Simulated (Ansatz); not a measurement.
Functionals compared on OH on the 1x1 (101) surface of tetragonal HfO2 (a metastable polymorph) (cut with top plane O), one in a 2x1 cell, started at the site 'bridge O-O (span 4.0 Å)', in Ansatz (plane waves, PAW). The structure was relaxed with PBE; the other rows are single points on it, each with its references at the same level. Cutoff 420 eV (500 eV for r2SCAN). The points keep PBE's geometry, so the relaxation of a polaron and the settling of charge on one site are left out.

Host crystal: tetragonal HfO2, with a band gap (PBE, scalar-relativistic without spin-orbit coupling).

Model: 38-atom slab, 7.6 Å thick at the start under the adsorbate (thin: gaps and levels are the slab's own), 3x3x1 mesh, Fermi-Dirac 0.01 eV, dipole correction, 16 atoms held, the rest relaxed; no symmetry held; spin-polarised, ending with about 1.0 μB a cell; orders that need a larger cell were not tried, no spin-orbit, no U, no dispersion correction. At the end it is bonded to Hf. In PBE it is, or lies within 0.03 eV of, the lowest of the starts that converged. These notes are the PBE run's. r2SCAN: The program's check for a lower electronic state was not made. Adsorption energies are against H2O(g) − ½ H2(g). A negative adsorption energy means that the adsorbate is more stable on the surface than in its reference.

```json
[
 {"functional": "PBE", "adsorption energy (eV)": "1.27", "magnetic moment of the cell (μB)": "1.00"},
 {"functional": "RPBE", "adsorption energy (eV)": "1.39", "magnetic moment of the cell (μB)": "1.00"},
 {"functional": "r2SCAN", "adsorption energy (eV)": "?", "magnetic moment of the cell (μB)": "1.00"}
]
```

### Question
Fill in the missing entries.

### Answer

- r2SCAN, adsorption energy (eV): 1.08

Ansatz is a first-principles code.
